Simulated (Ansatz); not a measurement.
**TaSi2 (P6₄22, No. 181)**

Computed with r²SCAN+rVV10 (Ansatz, a first-principles code, plane waves, PAW).

Numerical settings: plane-wave cutoff 500 eV, 12×12×6 k mesh (along the axes of the cell as run), Fermi–Dirac smearing 0.05 eV, scalar-relativistic PAW data made under PBE.

Cell: relaxed at this level.

volume per atom: 14.34 Å³/atom
equilibrium lattice constant a: 4.770 Å
lattice parameter c: 6.549 Å
band gap: none

Spin–orbit coupling is not included.

Static lattice: no zero-point or thermal effects.
